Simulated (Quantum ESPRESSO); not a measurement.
## Habitual settings against a tight run: ScAl₃ (Pm-3m, 4 atoms in the cell)

Self-consistent single point.

```
CELL_PARAMETERS angstrom
      4.17774     0.00000     0.00000
      0.00000     4.17774     0.00000
      0.00000     0.00000     4.17774
ATOMIC_POSITIONS crystal
  Sc 0.00000 0.00000 0.00000
  Al 0.50000 0.00000 0.50000
  Al 0.00000 0.50000 0.50000
  Al 0.50000 0.50000 0.00000
```

Computed with PBE, GBRV 1.5 ultrasoft (PBE) pseudopotentials (plane waves; Quantum ESPRESSO 7.5).

Base settings: ecutwfc = 50 Ry; ecutrho = 400 Ry; occupations = smearing; smearing = mp; degauss = 0.0073499 Ry; potentials = {Sc: sc_pbe_v1.uspp.F.UPF, Al: al_pbe_v1.uspp.F.UPF}; K_POINTS = automatic 6 6 6 0 0 0; conv_thr = 1e-10 Ry.

Tight run (finer mesh or higher cutoff; not a proven limit): ecutwfc: 50 Ry → 70 Ry; ecutrho: 400 Ry → 560 Ry; conv_thr: 1e-10 Ry → 7.3e-11 Ry; K_POINTS: automatic 6 6 6 0 0 0 → automatic 9 9 9 0 0 0. It gave Fermi level (on the code's own zero) 8.54 eV; pressure -4.16 GPa.

Quick runs, as changes from the base:
- A: the base itself
- B: ecutwfc: 50 Ry → 25 Ry; ecutrho: 400 Ry → 200 Ry; K_POINTS: automatic 6 6 6 0 0 0 → automatic 8 8 8 0 0 0
- C: ecutwfc: 50 Ry → 30 Ry; ecutrho: 400 Ry → 240 Ry
- D: ecutwfc: 50 Ry → 40 Ry; ecutrho: 400 Ry → 320 Ry; smearing: mp → fd; degauss: 0.0073499 Ry → 0.036749 Ry; conv_thr: 1e-10 Ry → 7.3e-06 Ry; pseudopotentials: {Sc: sc_pbe_v1.uspp.F.UPF, Al: al_pbe_v1.uspp.F.UPF} → {Sc: sc_lda_v1.uspp.F.UPF, Al: al_lda_v1.uspp.F.UPF}; K_POINTS: automatic 6 6 6 0 0 0 → automatic 2 2 2 0 0 0 [LDA (PZ)]
- E: ecutwfc: 50 Ry → 30 Ry; ecutrho: 400 Ry → 240 Ry; conv_thr: 1e-10 Ry → 7.3e-05 Ry; K_POINTS: automatic 6 6 6 0 0 0 → automatic 1 1 1 0 0 0
- F: ecutwfc: 50 Ry → 35 Ry; ecutrho: 400 Ry → 280 Ry; smearing: mp → fd; degauss: 0.0073499 Ry → 0.0099958 Ry; K_POINTS: automatic 6 6 6 0 0 0 → automatic 8 8 8 1 1 1

Energies are extrapolated to zero smearing width, which holds to low order in the width alone (under cold and Methfessel-Paxton smearing the free energy itself is taken).

Dashes: energy of D, another energy zero; pressure of D, E, not trusted under this conv_thr with d or f elements.

† marks runs with another functional, U, potentials or spin treatment: their distance from the tight run is not a convergence error alone.

The count of work is k-points × plane waves × bands × iterations; it is no time. 

The starting cell comes from a database of computed structures (which also holds hypothetical and non-ambient phases and stackings), without a prior relaxation at this level. Its lattice was rescaled by a random factor within 2.5 % of one. In the base run, with a pressure of about -4 GPa the cell is away from its equilibrium volume at this level.

| run | energy less tight (meV/atom) | pressure less tight (GPa) | count of work / tight |
|---|---|---|---|
| A | 2.4 | 0.01 | 0.30 |
| B | 5.7 | -0.18 | 0.20 |
| C | 6.1 | -0.01 | 0.14 |
| D† | – | – | 0.022 |
| E | 1113.8 | – | 0.0028 |
| F | 0.6 | 0.08 | 0.16 |

Among the runs at the tight run's level, the energy misses run from 0.6 to 1113.8 meV/atom.
